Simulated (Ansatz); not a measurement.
System: cubic perovskite KMgF3. Method: PBE-D3(BJ) (Ansatz, a quantum-chemistry and plane-wave program, plane waves, PAW).

Settings: plane-wave cutoff 520 eV, 8×8×8 k mesh, Fermi–Dirac smearing 0.01 eV, scalar-relativistic PAW data made under PBE.

Pressure at four volumes; x = ln(V/12.961 Å³). One pressure is withheld.

| V (Å³/atom) | x | P (GPa) |
|---|---|---|
| 12.183 | -0.0619 | 5.00 |
| 12.961 | 0.0000 | 0.00 |
| 13.479 | 0.0392 | -2.53 |
| 13.738 | 0.0582 | ? |

Problem. Pass a parabola P(x) through the three rows shown, estimate the bulk modulus and its pressure derivative near zero pressure, and predict the withheld pressure.

Solution. Slopes between the rows: (0.00 − (5.00))/(0.0000 − (-0.0619)) = -80.78 and (-2.53 − (0.00))/(0.0392 − (0.0000)) = -64.54 GPa. Their difference over the span 0.1011 is c = 16.24/0.1011 = 160.6 GPa, so P(x) = 5.00 + (-80.78)(x − (-0.0619)) + 160.6 (x − (-0.0619))(x − (0.0000)). At the middle row B = −dP/dx = −[-80.78 + 160.6 × 0.0619] = 70.8 GPa, and B′ = dB/dP = 2c/B = 4.5. At x = 0.0582 the parabola gives -3.58 GPa; the run gives -3.61 GPa. The Birch–Murnaghan fit to the energies at all volumes has B0 = 70.5 GPa and B′ = 4.4.

Measured, for comparison: bulk modulus 75.1 GPa (room temperature, not corrected to a static lattice, our sources range from 71.2 to 75.1; as tabulated in Vaitheeswaran et al. (2007), arXiv:cond-mat/0703621). Computed (rounded) less measured: bulk modulus -6 % (-1.0 % to -6 % over the range).
